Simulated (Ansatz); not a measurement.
SrTiO3 (I4/mcm, No. 140, 10 atoms in the cell; start mp-4651) was calculated with dielectric-dependent PBEsol hybrid in Ansatz (plane waves, PAW).

Settings: plane-wave cutoff 460 eV, 6×6×6 k mesh, Fermi–Dirac smearing 0.01 eV, no spin polarisation, scalar-relativistic PAW data made under PBE.

Cell (relaxed with PBEsol):

```
CELL_PARAMETERS angstrom
     -2.74385     2.74385     3.90452
      2.74385    -2.74385     3.90452
      2.74385     2.74385    -3.90452
ATOMIC_POSITIONS crystal
  Sr 0.75000 0.25000 0.50000
  Sr 0.25000 0.75000 0.50000
  Ti 0.00000 0.00000 0.00000
  Ti 0.50000 0.50000 0.00000
  O  0.77467 0.27467 0.04934
  O  0.22533 0.72533 0.95066
  O  0.27467 0.22533 0.50000
  O  0.72533 0.77467 0.50000
  O  0.75000 0.75000 0.00000
  O  0.25000 0.25000 0.00000
```

Question: Estimate the band gap that the calculation returns.

Answer: 
* **band gap**: 3.32 eV

Note: cell and atoms aren't relaxed at this level (largest force component 0.03 eV/Å, pressure -2.7 GPa).

Spin–orbit coupling is not included.

Computed values are for the static lattice.

Computing time: roughly 7 core-minutes.

A start named mp-… is a Materials Project structure, which need not be a measured phase.

Ansatz is an electronic-structure program.
